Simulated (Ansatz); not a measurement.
## Cubic perovskite BaHfO3

The numbers are results of r²SCAN+SOC (Ansatz, a program for electronic structure, plane waves, PAW), not measurements.

Run with plane-wave cutoff 560 eV, 8×8×8 k mesh, Fermi–Dirac smearing 0.01 eV, PAW data made under PBE.

Cell: measured lattice: a = b = c = 4.1710 Å, α = β = γ = 90.00°.

- band gap = 4.11 eV (indirect)
- smallest direct gap on the k points sampled = 4.16 eV

Note: cell and atoms aren't relaxed at this level (pressure 0.6 GPa).

Static lattice: no zero-point or thermal effects.

The result took roughly 4 core-minutes.
